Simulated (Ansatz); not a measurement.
The reference is C (space group I4_132, No. 214; a = 4.105 Å; a hypothetical phase, not in the database extracts checked; relaxed with 0.1 eV smearing). Axes: x, y, z lie along the cube axes.

Level of theory: PBEsol (Ansatz, a first-principles code; PAW; 420 eV plane waves; no spin-orbit coupling).

Strains are applied to the cell and any free atomic positions relax.

One change was made to it. Results:

The energy grows by 6.3 meV/atom; the band gap remains zero; the pressure goes from zero to -7.5 GPa.

Q: Which change produced these results?
A. isotropic strain +4.74 %
B. uniaxial strain ε_zz = −0.82 %
C. isotropic strain +1.66 %
D. isotropic strain −2.80 %
E. isotropic strain +1.01 %

A: E, isotropic strain +1.01 %. For comparison, the energy relative to the base in the other runs: isotropic strain +1.66 % gives +17 meV/atom; isotropic strain +4.74 % gives +127 meV/atom; uniaxial strain ε_zz = −0.82 % gives +0.3 meV/atom; isotropic strain −2.80 % gives +54 meV/atom.

Whether these cells are dynamically stable was not tested.
